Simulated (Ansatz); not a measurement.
## Pressure series in Cs2BrCl6F

Base system: Cs2BrCl6F (space group Fm-3m, No. 225; a cell from a computed database, its experimental status unchecked).

```
Cs2BrCl6F
1.0
    0.00000     5.06830     5.06830
    5.06830     0.00000     5.06830
    5.06830     5.06830     0.00000
Cs Br Cl F
2 1 6 1
Direct
  0.25000   0.25000   0.25000
  0.75000   0.75000   0.75000
  0.00000   0.00000   0.00000
  0.24138   0.75862   0.75862
  0.75862   0.24138   0.24138
  0.75862   0.24138   0.75862
  0.24138   0.75862   0.24138
  0.75862   0.75862   0.24138
  0.24138   0.24138   0.75862
  0.50000   0.50000   0.50000
```

Cell and atoms are relaxed at each pressure.

Computed with Kohn–Sham DFT with the PBEsol functional, run in Ansatz (a first-principles code) with PAW and 420 eV plane waves, without spin-orbit coupling.

```tsv
pressure (GPa)	volume per atom (Å³/atom)
-2	29.948
0	26.039
0.3	25.728
0.7	25.354
1.5	?
3	23.746
5	22.764
7.5	21.815
10	21.054
```

Fit the third-order Birch–Murnaghan form P(V) = (3B₀/2)[(V₀/V)^(7/3) − (V₀/V)^(5/3)]·[1 + (3/4)(B₀′ − 4)((V₀/V)^(2/3) − 1)] (squares taken in P) to the rows shown and predict the withheld row.

Least squares on the printed values gives V₀ = 26.073 Å³/atom, B₀ = 23.4 GPa, B₀′ = 6.7; this predicts 24.711 Å³/atom, and the run gives 24.714 Å³/atom, 0.003 higher.

Load acts through the strain it causes; cell and atoms are relaxed under it. Stability against distortions was not tested. No other phases were tried under pressure.
